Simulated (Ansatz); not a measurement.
An Ansatz (a first-principles code) input (Kohn–Sham DFT with the r2SCAN functional, run in Ansatz with PAW and 500 eV plane waves, scalar-relativistic without spin-orbit coupling):

Ansatz 0.2 input:
```yaml
crystal:
  lattice:
    - [2.552557318, 1.4737196547, 4.5990879979]
    - [-2.552557318, 1.4737196547, 4.5990879979]
    - [0, -2.9474393093, 4.5990879979]
  atoms:
    - { symbol: Li, position: [0.7021754588, 0.7021754588, 0.7021754588] }
    - { symbol: Li, position: [0.2021754588, 0.2021754588, 0.2021754588] }
    - { symbol: Nb, position: [0.9841762015, 0.9841762015, 0.9841762015] }
    - { symbol: Nb, position: [0.4841762015, 0.4841762015, 0.4841762015] }
    - { symbol: O, position: [0.6223093412, 0.876360214, 0.2646887845] }
    - { symbol: O, position: [0.876360214, 0.2646887845, 0.6223093412] }
    - { symbol: O, position: [0.2646887845, 0.6223093412, 0.876360214] }
    - { symbol: O, position: [0.7646887845, 0.376360214, 0.1223093412] }
    - { symbol: O, position: [0.376360214, 0.1223093412, 0.7646887845] }
    - { symbol: O, position: [0.1223093412, 0.7646887845, 0.376360214] }
basis: { ecutwfc: 500, ecutrho_ratio: 4, xc_grid: 4, fft_grid_basis: typed }
kpoints: { mp_grid: { grid: [8, 8, 8] } }
hamiltonian:
  xc: r2scan
  dispersion: none
  pseudopotentials: { kind: paw }
scf: { occupations: { method: fermi_dirac, width: 0.05 }, convergence: { dr2_threshold: 0.000000001 } }
relax: { f_tol: 0.005, max_steps: 50 }
output: { forces: true, stress: true }
checkpoint: { write: state.ck, write_every: 1000 }
```

Problem. Which symmetry and how many k-points will the program report, and about how many plane waves at Γ?

Solution. Space group R3c (ITA 161) with 6 operations, k-points 65 of 512, and 2615 plane waves at Γ.

Problem. And the final pressure?

Solution. 2.33 GPa (compression positive).

The cells carry an imposed strain or load. No phonon test of stability was made. The cell was made from LiNbO3 (space group R3c, No. 161) by this change: isotropic strain −0.63 %.
